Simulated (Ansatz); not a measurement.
Here is the system:

End structure of a constructed model of the (111) surface of fcc Cu, a layer of Re in place of the second plane (bottom of the slab: a bare face, its two planes held):

```xyz
6
Lattice="2.5668 0.0000 0.0000 -1.2834 2.2229 0.0000 0.0000 0.0000 27.0000" Properties=species:S:1:pos:R:3 pbc="T T T"
Cu     0.0000     1.4819     8.1465
Cu     1.2834     0.7410    10.2423
Cu     0.0000     0.0000    12.3367
Cu     0.0000     1.4819    14.4326
Re     1.2834     0.7410    16.6963
Cu     0.0000     0.0000    18.9552
```

Slab: 6 atoms, 10.7 Å thick at the start with caps and adatoms (thin: gaps and levels are the slab's own); k 17x17x1, smearing 0.1 eV, dipole-corrected; 2 atoms held, the rest relaxed; symmetry of the start imposed; no spin, no spin-orbit, no U. In PBE it lies 0.18 eV a 1x1 cell over the lowest computed structure of the same composition (a layer of Re in place of the third plane).

Question: Predict the work function of the top face from PBE (Ansatz, an electronic-structure program).

Answer: 5.22 eV
